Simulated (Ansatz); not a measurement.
## Ti3Al, pressure series

Consider Ti$_{3}$Al (space group P6_3/mmc, No. 194).

```
Ti3Al
1.0
    5.74737     0.00000     0.00000
   -2.87369     4.97737     0.00000
    0.00000     0.00000     4.63190
Ti Al
6 2
Direct
  0.82982   0.65964   0.25000
  0.17018   0.82982   0.75000
  0.34036   0.17018   0.25000
  0.17018   0.34036   0.75000
  0.82982   0.17018   0.25000
  0.65964   0.82982   0.75000
  0.33333   0.66667   0.25000
  0.66667   0.33333   0.75000
```

Cell and atoms are relaxed at each pressure.

Method: DFT with r2SCAN, PAW potentials and a 500 eV plane-wave cutoff in Ansatz (a first-principles code), without spin-orbit coupling, earlier PAW set.

| variant | c/a ratio | shortest interatomic distance |
|---|---|---|
| base | 0.806 | 281.3 pm |
| pressure −2 GPa | 0.805 | 282.9 pm |
| pressure −1 GPa | 0.806 | 282.1 pm |
| pressure 0.9 GPa | 0.806 | 280.6 pm |
| pressure 2.1 GPa | 0.806 | 279.7 pm |
| pressure 4.5 GPa | 0.807 | 277.9 pm |
| pressure 9 GPa | 0.808 | 274.9 pm |
| pressure 15 GPa | 0.810 | 271.3 pm |
| pressure 22.5 GPa | 0.811 | 267.4 pm |
| pressure 30 GPa | 0.813 | 264.0 pm |

Load acts through the strain it causes; cell and atoms are relaxed under it. Whether these cells are dynamically stable was not tested. Competing high-pressure phases were not computed. The final runs are not spin-polarised.
